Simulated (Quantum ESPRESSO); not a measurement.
Quantum ESPRESSO run on HgTe (F-43m, 2 atoms in the cell): self-consistent single point.

Method: rVV10, GBRV 1.5 ultrasoft (PBE) pseudopotentials (plane waves; Quantum ESPRESSO).

```xyz
2
Lattice="0.0000 3.2179 3.2179 3.2179 0.0000 3.2179 3.2179 3.2179 0.0000" Properties=species:S:1:pos:R:3 pbc="T T T"
Hg     0.0000     0.0000     0.0000
Te     1.6090     1.6090     1.6090
```

Reference input (self-consistent single point, DFT, PBE, plane waves, GBRV 1.5 ultrasoft (PBE) pseudopotentials): ecutwfc = 40 Ry; ecutrho = 200 Ry; occupations = smearing; smearing = marzari-vanderbilt; degauss = 0.0073499 Ry; potentials = {Hg: hg_pbe_v1.uspp.F.UPF, Te: te_pbe_v1.uspp.F.UPF}; K_POINTS = automatic 9 9 9 0 0 0; conv_thr = 1e-10 Ry; mixing_beta = 0.4. This run's input differs from it in these lines:

```diff
@@ -17,2 +17,3 @@
    degauss = 0.0073499,
+   input_dft = 'rvv10',
 /
```

The program printed (abridged):

```
     Self-consistent Calculation

     iteration #  1     ecut=    40.00 Ry     beta= 0.40

     Threshold (ethr) on eigenvalues was too large:
     Diagonalizing with lowered threshold

     total energy              =    -134.48611813 Ry
     estimated scf accuracy    <       0.04493789 Ry

     iteration #  2     ecut=    40.00 Ry     beta= 0.40

     total energy              =    -134.49441953 Ry
     estimated scf accuracy    <       0.00578934 Ry

     iteration #  3     ecut=    40.00 Ry     beta= 0.40

     total energy              =    -134.49452306 Ry
     estimated scf accuracy    <       0.00135282 Ry

   [... 8 blocks of this kind left out ...]

     iteration # 12     ecut=    40.00 Ry     beta= 0.40

     total energy              =    -134.49465076 Ry
     estimated scf accuracy    <          1.8E-10 Ry

     iteration # 13     ecut=    40.00 Ry     beta= 0.40
     End of self-consistent calculation

     the Fermi energy is     6.3720 ev

!    total energy              =    -134.49465076 Ry
     estimated scf accuracy    <          1.2E-12 Ry
     smearing contrib. (-TS)   =       0.00007040 Ry
     internal energy E=F+TS    =    -134.49472117 Ry

     convergence has been achieved in  13 iterations

     Forces acting on atoms (cartesian axes, Ry/au):

     atom    1 type  1   force =     0.00000000    0.00000000    0.00000000
     atom    2 type  2   force =     0.00000000    0.00000000    0.00000000

     Total force =     0.000000     Total SCF correction =     0.000000

          total   stress  (Ry/bohr**3)                   (kbar)     P=       56.18
   0.00038189   0.00000000   0.00000000           56.18        0.00        0.00
   0.00000000   0.00038189   0.00000000            0.00       56.18        0.00
   0.00000000   0.00000000   0.00038189            0.00        0.00       56.18

   JOB DONE.
```

The run converged in 13 iterations. Against the reference run the pressure goes from 4.76 to 5.62 GPa.

The starting cell comes from a database of computed structures (which also holds hypothetical and non-ambient phases and stackings), without a prior relaxation at this level. Its lattice was rescaled by a random factor within 2.5 % of one. With a pressure of about 6 GPa the cell is away from its equilibrium volume at this level. The run gives no clean gap (levels at the Fermi energy touch, overlap or are partly filled at this smearing), which alone does not show that the compound is a metal.

Cost on one core of a shared machine: roughly 50 s.
